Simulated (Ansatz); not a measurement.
AsP in the rock salt structure (space group Fm-3m, No. 225; a hypothetical phase, not in the database extracts checked)

```cif
data_As4P4
_chemical_formula_sum 'P4 As4'
_space_group_name_H-M_alt 'Fm-3m'
_space_group_IT_number 225
_space_group_name_Hall '-F 4 2 3'
_cell_length_a 5.13854
_cell_length_b 5.13854
_cell_length_c 5.13854
_cell_angle_alpha 90.000
_cell_angle_beta 90.000
_cell_angle_gamma 90.000
loop_
_atom_site_label
_atom_site_type_symbol
_atom_site_symmetry_multiplicity
_atom_site_Wyckoff_symbol
_atom_site_fract_x
_atom_site_fract_y
_atom_site_fract_z
_atom_site_occupancy
P1 P 4 a 0.00000 0.00000 0.00000 1
As1 As 4 b 0.50000 0.50000 0.50000 1
```
(The calculation used a cell of 2 atoms; values per cell refer to that cell.)

Calculations: PBEsol in Ansatz (plane waves to 420 eV, PAW, no SOC). Γ-centred 16×16×16 mesh, Fermi–Dirac width 0.05 eV.

The volume per atom is 16.96 Å³, the density comes out as 5.18 g/cm³ and the band gap is zero. The total energy is -2776.442 eV/atom (σ→0; compares only within this code and set-up).

Stability against distortions was not tested. The final runs are not spin-polarised.

Ansatz is a program for electronic structure.
